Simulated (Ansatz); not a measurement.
The parent structure is CdSe in the wurtzite structure (space group P6_3mc, No. 186; a = 4.248 Å, c = 6.941 Å). Axes: x lies along a and z along c of the hexagonal cell.

The values are results of LDA (Ansatz, a quantum-chemistry and plane-wave program), no spin-orbit coupling, not measurements.

Base values:

| Property | Result |
|---|---|
| Valence-band top at Γ | 0.00, 0.00, -0.07 eV |
| Pressure | 0.00 GPa |
| Band gap | 0.46 eV |

It is then changed as follows: uniaxial strain ε_zz = +1.80 %, all other strain components held at zero; the atoms relax in the strained cell.

Problem. Predict the new energy relative to the base.

Solution. The energy increases by 2.4 meV/atom.

Problem. Estimate the effect on the valence-band top at Γ.

Solution. The valence-band top at Γ (three highest levels, from the VBM) changes from 0.00, 0.00, -0.07 eV to 0.00, 0.00, -0.14 eV.

Problem. Predict the new pressure.

Solution. The pressure (mean of the normal stresses, compression positive) goes from zero to -1.01 GPa.

Problem. Predict the new band gap.

Solution. The band gap drops by 0.07 eV to 0.39 eV.

Stability against distortions was not tested.
